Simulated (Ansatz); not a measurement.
Seebeck coefficient (μV/K, mean over directions) of n-type AlN (P6_3mc) against carrier density, HSE06, rigid bands (Ansatz, an electronic-structure program). Computed gap 5.54 eV; densities at which minority carriers matter at this gap, or further valleys turn the trend, are left out. Conductivity mass 0.31 mₑ (harmonic mean over directions), N_c = 4.2e18 cm⁻³ at 300 K.

```tsv
electron density	300 K	500 K
1e16 cm⁻³	-735	-802
1e17 cm⁻³	-537	-604
1e18 cm⁻³	-341	-407
3e18 cm⁻³	-249	-314
1e19 cm⁻³	-157	-216
3e19 cm⁻³	-90	[?]
1e20 cm⁻³	-43	[?]
3e20 cm⁻³	[?]	-37
```

Problem. Some entries are withheld; supply them.

Solution. 
- 3e19 cm⁻³, 500 K: -136
- 1e20 cm⁻³, 500 K: -71
- 3e20 cm⁻³, 300 K: -22

Rigid bands with a gap fixed in temperature, one relaxation time for all states, no polarons or phonon drag, and whether or not such doping can be reached. Spin-orbit coupling is left out. Geometry: cell and atoms relaxed with PBEsol.
